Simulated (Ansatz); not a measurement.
Results of PBE (PAW; Ansatz, a quantum-chemistry and plane-wave program) for corundum Ga2O3 (metastable phase).

Numerical settings: plane-wave cutoff 520 eV, 6×6×6 k mesh, scalar-relativistic PAW data made under PBE.

Computed at the level's own relaxed cell.

Hill averages of the elastic tensor: K = 199.6 GPa, G = 86.9 GPa. Volume 10.059 Å³/atom, mean atomic mass 37.489 u.

Q: Work out the density, the sound velocities of a polycrystal and the elastic Debye temperature at this level.

A: ρ = 1.66054 × 37.489/10.059 = 6.189 g/cm³. v_l = √[(K + 4G/3)/ρ] = 7.139 km/s and v_t = √(G/ρ) = 3.747 km/s. The mean follows from 3/v_m³ = 1/v_l³ + 2/v_t³: v_m = 4.191 km/s. Θ_D = (ħ/k_B) v_m (6π²/V)^(1/3) = 76.38 K Å s/km × 4.191 × 1.8056 Å⁻¹ = 578 K, counting all atoms of the cell.
